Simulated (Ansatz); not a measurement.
Alloy series in Bi2Se3

The reference is Bi$_{2}$Se$_{3}$ in the Bi2Te3 type structure (space group R-3m, No. 166; a = 4.145 Å, c = 29.266 Å (hexagonal axes)).

The other end (x = 1) is Bi2Te3 (space group R-3m, No. 166): 35.00 Å³/atom, gap 0.68 eV.

Te replaces a fraction x of Se; each row is one arrangement (x, atoms in the cell, starting space group or random), fully relaxed.

Method: Ansatz (a first-principles code), r2SCAN+rVV10, PAW, cutoff 500 eV, no SOC.

| Te fraction x | volume per atom (Å³/atom) |
|---|---|
| 0 | 29.024 |
| 0.333 (C2/m, 10 atoms) | ? |
| 0.5 (Cm, 10 atoms) | 32.063 |
| 0.5 (Pm, 10 atoms) | 32.058 |
| 1 | 34.996 |

Task: Fit V(x) = (1 − x) V(0) + x V(1) − b x(1 − x) with the ends held (b = 0 is Vegard's rule) to the rows shown and predict the withheld row.

Result: Least squares on the printed values gives b = -0.20 Å³/atom, against 31.013 Å³/atom from the straight line alone (largest residual 0.003 Å³/atom); this predicts 31.058 Å³/atom, and the run gives 31.117 Å³/atom, 0.059 higher.

Each cell is one ordered arrangement of few atoms, which overstates ordering effects compared with a random alloy. Spin-orbit coupling, missing from the scalar runs, can matter with Bi and Te. No phonon test of stability was made.
